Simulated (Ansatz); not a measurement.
AlN (Fm-3m, No. 225, 2 atoms in the cell; start mp-1330; high-pressure phase)

Calculation: HSE06 in Ansatz (PAW).

Run with plane-wave cutoff 460 eV, 10×10×10 k mesh, Fermi–Dirac smearing 0.01 eV, scalar-relativistic PAW data made under PBE.

Cell (relaxed with PBEsol):

```yaml
crystal:
  lattice:
    - [0.00000, 2.02227, 2.02227]
    - [2.02227, 0.00000, 2.02227]
    - [2.02227, 2.02227, 0.00000]
  atoms:
    - { symbol: Al, position: [0.50000, 0.50000, 0.50000] }
    - { symbol: N, position: [0.00000, 0.00000, 0.00000] }
```

* **band gap**: 6.03 eV (on the SCF k mesh) (indirect)
* **smallest direct gap on the k points sampled**: 7.19 eV

Note: cell and atoms aren't relaxed at this level (pressure -3.1 GPa).

Computed values are for the static lattice.

A start named mp-… is a Materials Project structure, which need not be a measured phase.

Ansatz is a first-principles code.
